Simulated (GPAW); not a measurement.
# Quick settings and what they miss: VSi₂ (P6_222, 9 atoms in the cell)

Self-consistent single point.

```
CELL_PARAMETERS angstrom
      4.58015     0.00000     0.00000
     -2.29007     3.96652     0.00000
      0.00000     0.00000     6.38209
ATOMIC_POSITIONS crystal
  V  0.00000 0.50000 0.16667
  V  0.50000 0.00000 0.50000
  V  0.50000 0.50000 0.83333
  Si 0.83751 0.67501 0.50000
  Si 0.16250 0.83751 0.83333
  Si 0.32499 0.16250 0.16667
  Si 0.16250 0.32499 0.50000
  Si 0.83751 0.16250 0.83333
  Si 0.67501 0.83751 0.16667
```

Level of theory: LDA (Perdew-Wang 92), GPAW PAW datasets LDA (gpaw-data 1.0.1) (plane waves; GPAW).

Base settings: mode = pw; ecut = 800 eV; xc = LDA; kpts = 6 6 4; mesh shift (steps) = 0 0 0; occupations.name = fermi-dirac; occupations.width = 0.05 eV; nbands = -17; convergence.forces = 0.001 eV/Å; symmetry.symmorphic = false; symmetry.tolerance = 0.0005; maxiter = 100.

Tight run (finer mesh or higher cutoff; not a proven limit): ecut: 800 eV → 1120 eV; kpts: 6 6 4 → 9 9 6; convergence.forces: 0.001 eV/Å → default; convergence.energy: default → 2e-11 eV/electron; convergence.density: default → 2e-07 e/electron; convergence.eigenstates: default → 2e-15. It gave Fermi level (on the code's own zero) 10.24 eV; pressure -8.60 GPa; largest force (vector length) 0.069 eV/Å.

Quick runs, as changes from the base:
- A: the base itself
- B: ecut: 800 eV → 480 eV; xc: LDA → PBEsol; kpts: 6 6 4 → 6 6 6; potentials: GPAW PAW datasets PBEsol (made by gpaw-setup) [PBEsol]
- C: ecut: 800 eV → 400 eV; kpts: 6 6 4 → 2 2 2; kpts_shift: 0 0 0 → 0.5 0.5 0.5; occupations.name: fermi-dirac → methfessel-paxton; occupations.width: 0.05 eV → 0.5 eV; convergence.forces: 0.001 eV/Å → default; occupations.order: default → 1; convergence.energy: default → 2e-05 eV/electron; and 2 further keys
- D: ecut: 800 eV → 480 eV; kpts: 6 6 4 → 1 1 1

Energies are extrapolated to zero smearing width, which holds to low order in the width alone.

Dashes: energy of B, another energy zero; time of C, D, under 30 s.

† marks runs with another functional, U, potentials or spin treatment: their distance from the tight run is not a convergence error alone.

The count of work is k-points × plane waves × bands × iterations; it is no time. Core times come from one kind of shared machine and are given to one figure; runs under 30 s give none.

The starting cell comes from a database of computed structures (which also holds hypothetical and non-ambient phases and stackings), without a prior relaxation at this level. Its lattice was rescaled by a random factor within 2.5 % of one. Spin polarisation is off. In the base run, with a pressure of about -9 GPa the cell is away from its equilibrium volume at this level.

| run | energy less tight (meV/atom) | largest miss in a force vector (eV/Å) | count of work / tight | core time / tight (rough) |
|---|---|---|---|---|
| A | -0.8 | 0.024 | 0.12 | 0.1 |
| B† | – | 0.003 | 0.073 | 0.1 |
| C | 24.0 | 0.074 | 0.0042 | – |
| D | -20.1 | 0.205 | 0.0013 | – |

Among the runs at the tight run's level, the energy misses run from 0.8 to 24.0 meV/atom.

Left out of this page: 2 runs of the series outside the window shown, repeating another row's setting, or not comparable.
